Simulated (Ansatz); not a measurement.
Consider Ag in the fcc (Cu type) structure (space group Fm-3m, No. 225; a = 4.054 Å). Axes: x, y, z lie along the cube axes.

All numbers come from Ansatz (a program for electronic structure), PBEsol, PAW, cutoff 420 eV, no spin-orbit coupling.

For the base:

| Item | Result |
|---|---|
| Pressure | 0.0 GPa |
| Volume per atom | 16.66 Å³ |

Now apply this change: tensile biaxial strain of 0.47 % in the plane normal to [001], as in epitaxy on a mismatched substrate; the out-of-plane cell vector and the atoms relax.

How does this affect the pressure, energy relative to the base and volume per atom?

The pressure (mean of the normal stresses, compression positive) goes from zero to -0.3 GPa; the energy stays essentially unchanged; the volume per atom grows by 0.05 Å³, from 16.66 Å³ to 16.71 Å³.

Without a gap, meshes like the base's 20×20×20 leave anisotropic stresses uncertain by several tenths of a GPa, and small strain energies with them. Stability against distortions was not tested.
